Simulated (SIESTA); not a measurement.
Band structure of TaF₃ (Pm-3m, 4 atoms in the cell).

```xyz
4
Lattice="4.1666 0.0000 0.0000 0.0000 4.1666 0.0000 0.0000 0.0000 4.1666" Properties=species:S:1:pos:R:3 pbc="T T T"
Ta     0.0000     0.0000     0.0000
F      0.0000     2.0833     0.0000
F      2.0833     0.0000     0.0000
F      0.0000     0.0000     2.0833
```
Moments meant for the start (each program seeds them in its own way; μB, in the order of the atoms Ta F F F): 1.0 0.0 0.0 0.0.

Method of the run: SIESTA with GGA PBEsol, numerical atomic orbitals DZP, PseudoDojo PBEsol standard norm-conserving potentials (rewritten from UPF to PSML).

Settings: XC.functional = GGA; XC.authors = PBEsol; potentials = PseudoDojo PBEsol standard; PAO.BasisSize = DZP; PAO.EnergyShift = 0.01 Ry; MeshCutoff = 350 Ry; kgrid.MonkhorstPack = 9 9 9; OccupationFunction = MP; OccupationMPOrder = 0; ElectronicTemperature = 0.272 eV; Spin = polarized; DM.InitSpin = [1 +1.00, 2 +0.00, 3 +0.00, 4 +0.00]; MaxSCFIterations = 150; SCF.Mixer.Method = Pulay.

The starting cell comes from a database of computed structures (which also holds hypothetical and non-ambient phases and stackings), without a prior relaxation at this level. Spin-orbit coupling is off. The starting moments vanished: the run ended non-magnetic. Values carry the incompleteness of an atom-centred basis.

Levels in eV from the Fermi level, bands 14 to 19 of the first spin channel:
```tsv
point	14	15	16	17	18	19
Γ	-7.42	-7.42	-7.42	-0.90	-0.90	-0.90
X	-7.48	-7.48	-7.43	-0.85	0.27	0.27
M	-7.70	-7.70	-6.99	0.32	0.32	1.21
R	-6.99	-6.99	-6.99	1.26	1.26	1.26
```

Bands cross the Fermi level along this path, so the cell is metallic at this level.

Higher empty bands are left out: an atom-centred basis made for the valence describes them poorly.

The net moment of the cell came out as 0.00 μB.
